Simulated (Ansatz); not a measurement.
# Effect of holes 1.0×10^21 cm⁻³ on SiGe

Take SiGe in the wurtzite structure (space group P6_3mc, No. 186; a = 3.904 Å, c = 6.455 Å; a model cell, its experimental status unchecked) as the base.

It is then changed as follows: 0.0852 holes added to each cell, a density of 1.0×10^21 cm⁻³, with a uniform compensating background at fixed cell and a 300 K Fermi–Dirac width.

Calculations: r2SCAN in Ansatz (plane waves to 500 eV, PAW, spin-orbit coupling left out). Settings: 17×17×9 k-points, 0.0259 eV Fermi–Dirac smearing.

- Gap between the host's bands: 0.67 eV (base 0.66 eV)
- Gap character: indirect, Γ → M (base indirect, Γ → M)
- Fermi level relative to the doped band's edge (positive inside the band; to 0.05 eV): +0.55 eV

Final structure:

```yaml
crystal:
  lattice:
    - [3.90406, 0.00000, 0.00000]
    - [-1.95203, 3.38101, 0.00000]
    - [0.00000, 0.00000, 6.45485]
  atoms:
    - { symbol: Ge, position: [0.66667, 0.33333, 0.99906] }
    - { symbol: Ge, position: [0.33333, 0.66667, 0.49906] }
    - { symbol: Si, position: [0.66667, 0.33333, 0.62614] }
    - { symbol: Si, position: [0.33333, 0.66667, 0.12614] }
```
Cell charge +0.085202.

Charged cell with a jellium background: band edges are those of the host's band count, energies are not comparable with the neutral cell, and many-body gap narrowing is missing. Stability against distortions was not tested.

Ansatz is a quantum-chemistry and plane-wave program.
